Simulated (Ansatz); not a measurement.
Levels about the gap of amorphous Zr₂₀O₄₂Ti (63 atoms in a cell of 801 Å³, 5.28 g/cm³; zone centre alone, so wide bands show as single levels with stretches between that a denser mesh fills), at the geometry that PBE relaxed, where it gives 0.0 GPa on a denser mesh. The participation number counts the atoms over which a state spreads; weights are charges in smoothed Voronoi cells. The levels come from a single point, so bond lengths are those of that geometry. Method of the levels: PBE, scalar-relativistic without spin-orbit coupling (Ansatz, a first-principles code). Sampling: the zone centre alone; Fermi-Dirac width 0.02 eV; no spin polarisation.

It comes from a melt-quench run on a machine-learned potential (CHGNet), relaxed afterwards by DFT. O atoms were pushed apart under 1.9 Å during the dynamics, to hinder bonds among them. The hot cell started wider than the set density and was brought back towards it in steps. It is the lowest in DFT energy of 2 quenches. It is a model cell: composition and starting density were chosen by hand, and all elements were melted together. No dispersion term was used. Its density started from a set value of 5.21 and ended at 5.28 g/cm³. Cooling (nominally 380 K/ps over its main leg) ran many orders faster than in experiment, which tends to leave more defects and strain. A cell of this size samples the disorder only roughly. Volume and shape were free in the relaxation. On a 2×2×2 Γ-centred mesh force components of up to 0.17 eV/Å stay, since the relaxation ran on the zone centre alone.

| E - E(highest filled), eV | filling | participation number | largest on | weight O | weight Zr | weight Ti |
|---|---|---|---|---|---|---|
| -0.36 | filled | 17.8 | O, 3 neighbours | 0.94 | 0.06 | 0.00 |
| -0.35 | filled | 23.7 | O, 3 neighbours | 0.94 | 0.06 | 0.01 |
| -0.26 | filled | 15.6 | O, 3 neighbours | 0.94 | 0.06 | 0.00 |
| -0.21 | filled | 17.5 | O, 4 neighbours | 0.94 | 0.05 | 0.01 |
| -0.19 | filled | 16.0 | O, 2 neighbours | 0.94 | 0.05 | 0.00 |
| -0.10 | filled | 8.7 | O, 3 neighbours | 0.95 | 0.05 | 0.00 |
| 0.00 | filled | 15.3 | O, 3 neighbours | 0.95 | 0.05 | 0.00 |
| 3.48 | empty | 17.8 | Zr, 7 neighbours | 0.35 | 0.64 | 0.01 |
| 3.65 | empty | 12.6 | Ti, 5 neighbours | 0.30 | 0.46 | 0.24 |
| 3.72 | empty | 21.2 | Ti, 5 neighbours | 0.33 | 0.55 | 0.12 |
| 3.78 | empty | 21.3 | Zr, 6 neighbours | 0.33 | 0.62 | 0.05 |
| 3.84 | empty | 28.4 | Zr, 6 neighbours | 0.35 | 0.59 | 0.07 |
| 3.94 | empty | 25.0 | Zr, 6 neighbours | 0.32 | 0.60 | 0.08 |
| 4.02 | empty | 14.9 | Ti, 5 neighbours | 0.28 | 0.50 | 0.21 |

Most localised among these is the filled level at -0.10 eV, on a O atom, which has 3 neighbours (Zr 2.11 Å, Zr 2.13 Å, Zr 2.19 Å).
